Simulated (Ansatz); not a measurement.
Hypothetical zinc blende BiAs: pressure series

Start from BiAs in the zinc blende structure (space group F-43m, No. 216; a = 6.653 Å; a hypothetical phase, not in the database extracts checked).

Cell and atoms are relaxed at each pressure.

Level of theory: plane-wave PAW DFT at the r2SCAN level (Ansatz, a quantum-chemistry and plane-wave program, 500 eV), without spin-orbit coupling.

| pressure (GPa) | volume per atom (Å³/atom) |
|---|---|
| -1 | 37.763 |
| 0 | 36.810 |
| 0.3 | 36.553 |
| 0.7 | 36.224 |
| 1.5 | 35.616 |
| 3 | ? |
| 5 | 33.403 |
| 7.5 | 32.156 |
| 10 | 31.101 |

**Question.** Fit the third-order Birch–Murnaghan form P(V) = (3B₀/2)[(V₀/V)^(7/3) − (V₀/V)^(5/3)]·[1 + (3/4)(B₀′ − 4)((V₀/V)^(2/3) − 1)] (squares taken in P) to the rows shown and predict the withheld row.

**Answer.** Least squares on the printed values gives V₀ = 36.818 Å³/atom, B₀ = 42.1 GPa, B₀′ = 4.0; this predicts 34.579 Å³/atom, and the run gives 34.578 Å³/atom, in agreement.

Load acts through the strain it causes; cell and atoms are relaxed under it. No phonon test of stability was made. Competing high-pressure phases were not computed. The final runs are not spin-polarised.
